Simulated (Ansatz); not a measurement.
The starting structures come from a database of crystals and need not be the phases stable at ambient conditions.

 Where the default PAW files enter, the runs use the earlier of Ansatz's two default sets.

Input:

```
LiTaO3
1.0
    4.92779     0.00000     0.00000
    0.00000     6.41438     0.00000
    0.00000     0.00000     8.54838
Li Ta O
4 4 12
Cartesian
  0.00000   3.20719   0.00000
  2.46389   0.00000   0.00000
  2.46389   0.00000   4.27419
  0.00000   3.20719   4.27419
  2.65012   2.00661   2.13709
  2.27767   4.40777   6.41128
  0.18622   1.20058   6.41128
  4.74157   5.21380   2.13709
  3.38993   0.21847   2.13709
  1.53786   6.19591   6.41128
  0.92603   2.98872   6.41128
  4.00176   3.42566   2.13709
  0.89671   5.24664   0.68789
  4.03108   1.16774   7.86049
  3.36060   4.37493   7.86049
  1.56719   2.03945   0.68789
  1.56719   2.03945   3.58630
  3.36060   4.37493   4.96208
  4.03108   1.16774   4.96208
  0.89671   5.24664   3.58630
```

Space group of this cell: Pnma. The cell is taken as given; by PBEsol its mean pressure is -5.3 GPa.

All values below come from PBEsol (plane waves, PAW; Ansatz, a quantum-chemistry and plane-wave program).

The current runs along the normal of the first two printed vectors; no spin-orbit coupling. Scaled by the factor s: all lengths (ions clamped). Meshes 6×6×4 and 6×6 across the current in all rows.

```json
[
 {"s": "0.98", "mean pressure (GPa)": "4.5", "band gap (eV)": "?"},
 {"s": "1.00", "mean pressure (GPa)": "-5.3", "band gap (eV)": "3.48"},
 {"s": "1.02", "mean pressure (GPa)": "-12.7", "band gap (eV)": "3.25"}
]
```

Question: Take the slope of the band gap against ln s from the two given rows, extrapolate to s = 0.98, and say what the run there gives.

Answer: Slope = (3.25 − 3.48) / ln 1.02 = -11.6 eV. The line gives 3.48 + (-11.6) × ln 0.98 = 3.71 eV. The run gives 3.71 eV, as the line does.
